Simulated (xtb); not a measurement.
xtb 6.7.1, GFN2-xTB: Zr(Cl)(OH)2(Me) ([CH3][Zr]([OH])([OH])[Cl]), 10 atoms. The geometry is a generated start, not checked to be a minimum at this level.

- method: GFN2-xTB
- --acc: 1 (default)
- --etemp (K): 300 (default)
- detailed input (--input): none: ANC optimiser, Lindh (1995) Hessian, microcycle=20, maxdispl=1.0, hlow=0.01 (default)
- basis functions: 37
- valence electrons: 32

```xyz
10

Zr     0.7962     0.2081    -0.1814
Cl     2.0765     1.7190     0.9801
O      1.3327    -1.5838    -0.1094
H      1.2173    -2.3129    -0.7278
O      0.2467     0.6379    -1.9144
H     -0.2430     0.1390    -2.5769
C     -1.1096     0.2773     0.9686
H     -1.1983     1.2783     1.4285
H     -1.1124    -0.4695     1.7813
H     -2.0060     0.1068     0.3514
```

Charge 0 and multiplicity 1 are set for this test and not shown to be the ground state.

The structure is relaxed from this start with --opt LEVEL for the levels crude, sloppy, loose, lax, normal, tight, vtight, extreme, once each. Up to the end of the extreme run atoms move by at most 0.52 Å along an axis.

Question: What is the loosest level that ends within 5 meV of the extreme run, and how many cycles does it take?

Answer: normal: 24 cycles against 73, ending 0.45 meV above.

```csv
level,cycles,energy above the extreme run (meV),gradient norm (eV/Å)
crude,1,11,0.092
sloppy,1,11,0.092
loose,1,11,0.092
lax,1,11,0.092
normal,24,0.45,0.051
tight,28,0.27,0.0100
vtight,57,0.029,0.0013
extreme,73,—,0.00095
```
